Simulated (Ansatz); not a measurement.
Take InP in the zinc blende structure (space group F-43m, No. 216) as the base.

```xyz
2
Lattice="0.0000 2.9535 2.9535 2.9535 0.0000 2.9535 2.9535 2.9535 0.0000" Properties=species:S:1:pos:R:3 pbc="T T T"
P      4.4303     4.4303     4.4303
In     0.0000     0.0000     0.0000
```

Cartesian axes are those of the cell as printed.

Method: r2SCAN (Ansatz, a first-principles code), no spin-orbit coupling.

For the base:

| Item | Result |
|---|---|
| Valley order | Γ 1.03 eV; L along ⟨111⟩ 1.80 eV; X along ⟨100⟩ 2.04 eV |

Now apply this change: uniaxial stress, 1 GPa tension along x, with the cell and atoms free to relax against it.

### Question
Predict the new energy relative to the base and valley order.

### Answer
The energy goes up by 1.3 meV/atom; the valley order (the lowest conduction-band minima on the path, energy above the VBM, named in the base's zone) goes from Γ 1.03 eV; L along ⟨111⟩ 1.80 eV; X along ⟨100⟩ 2.04 eV to Γ 0.96 eV; L along [1-11] 1.74 eV; X along [001] 1.98 eV; X along [100] 2.10 eV.

The levels and masses belong to the bands next to the band gap. Load acts through the strain it causes; cell and atoms are relaxed under it. Beyond what the load breaks, stability against distortions was not tested.
